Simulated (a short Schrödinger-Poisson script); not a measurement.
**Symmetric double-gate stack, SiO2 on p-type Si(100)**

Stack: symmetric double-gate stack, SiO2 on p-type Si(100), at 300 K.

```
layer  material  thickness (nm)  Na (cm⁻³)
-----  --------  --------------  ---------
1          SiO2             3.5          -
2            Si              10       1e16
3          SiO2             3.5          -
```

The device is made up for the run: typed textbook-type constants, with dimensions and the other settings drawn at random. SiO2: permittivity 3.9, conduction-band edge (eV) 3.15, gap (eV) 9, electron mass (mₑ) 0.5. Si: permittivity 11.7, conduction-band edge (eV) 0, gap (eV) 1.124, Nv at 300 K (cm⁻³) 3.1e19.

Channel valleys (confinement mass, in-plane density-of-states mass, number): Δ2 0.916, 0.19, 2; Δ4 0.19, 0.417, 4. At the gates, both at one voltage, the conduction-band edge of layer 1 lies 3.22 eV − eVg above the Fermi level of the channel. Gaps are held at their typed values at every temperature. Mesh 0.03 nm at interfaces.

Solved with a short Schrödinger-Poisson script written for these runs: 1D Poisson equation in equilibrium, electrons quantum, Hartree (BenDaniel-Duke, 12 states a valley, the channel's in-plane mass for all, wave functions free to enter the dielectric), parabolic valleys, classical holes, full ionisation, no traps, pinning or gate leakage.

| Vg (V) | electrons (cm⁻²) | C (μF/cm²) | Δ2 E0 (meV) | Δ2 E1 (meV) | Δ4 E0 (meV) | Δ4 E1 (meV) |
|---|---|---|---|---|---|---|
| -0.15 | 3.44e9 | 0.0214 | 225.3 | 237.2 | 238.3 | 289.0 |
| 0.15 | 1.45e12 | 1.39 | 69.9 | 76.6 | 83.2 | 127.9 |
| 0.45 | 4.29e12 | 1.60 | 39.5 | 41.5 | 58.0 | 94.3 |
| 0.75 | 7.36e12 | 1.68 | 20.4 | 21.0 | 46.8 | 77.2 |
| 1.05 | 1.05e13 | 1.72 | 5.8 | 6.1 | 39.9 | 66.0 |
| 1.35 | 1.38e13 | 1.75 | -6.2 | -6.1 | 34.8 | 57.6 |
| 1.65 | 1.71e13 | 1.77 | -16.7 | -16.6 | 30.7 | 50.9 |
| 1.95 | 2.04e13 | 1.78 | -26.0 | -26.0 | 27.1 | 45.1 |
| 2.25 | 2.38e13 | 1.79 | -34.6 | -34.6 | 23.9 | 40.1 |

Gate voltages with under 1e6 electrons/cm² are left out.

Subbands count from the Fermi level. The capacitance is that of both gates.
